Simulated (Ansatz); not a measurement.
Functionals compared on the (0001) surface of hcp Os, clean 1x1 (bottom of the slab: a bare face, its two planes held), in Ansatz (plane waves, PAW). The structure was relaxed with PBE; the other rows are single points on it. Cutoff 420 eV (500 eV for r2SCAN).

Set-up: 6 atoms, 10.9 Å thick at the start; mesh 16x16x1; 0.1 eV smearing; dipole correction on; 2 atoms held, the rest relaxed; start symmetry kept, larger cells not searched; no spin, no spin-orbit, no U. These notes are the PBE run's.

```tsv
functional	work function of the top face (eV)	rough cost of the single point
PBE	5.30	–
LDA	5.63	roughly 29 core-seconds
PBEsol	5.42	about 30 core-seconds (a rough figure)
RPBE	5.15	around 30 core-seconds (rough)
r2SCAN	5.35	about 60 core-seconds (a rough figure)
```

Ansatz is a program for electronic structure.
